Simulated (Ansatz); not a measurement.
TaTlO3 (Pm-3m, No. 221, 5 atoms in the cell; start mp-861873), treated with HSE06+SOC (plane waves, PAW; Ansatz, an electronic-structure program).

Run with plane-wave cutoff 460 eV, 6×6×6 k mesh, Fermi–Dirac smearing 0.01 eV, PAW data made under PBE.

Cell (relaxed with PBEsol):

TaTlO3 has the cubic space group Pm-3m (No. 221), the cubic perovskite structure, Pearson symbol cP5. Conventional cell: a = 4.034 Å, b = 4.034 Å, c = 4.034 Å, α = 90.00°, β = 90.00°, γ = 90.00°. Ta on 1b sees 6 O at 2.017 Å (octahedral). Tl on 1a sees no neighbour by this rule. O on 3c has 2 Ta at 2.017 Å (linear). (Neighbours: up to the widest gap in distance over summed covalent radii, below 1.35, at either atom; cation-cation and far metal-metal contacts left out.)

### Question
Give the computed band gap, smallest direct gap on the k points sampled and Γ–Γ gap.

### Answer

- band gap = 1.31 eV (on the SCF k mesh) (indirect)
- smallest direct gap on the k points sampled = 1.43 eV
- Γ–Γ gap = 4.25 eV

Note: cell and atoms aren't relaxed at this level (pressure 0.6 GPa).

A start named mp-… is a Materials Project structure, which need not be a measured phase.
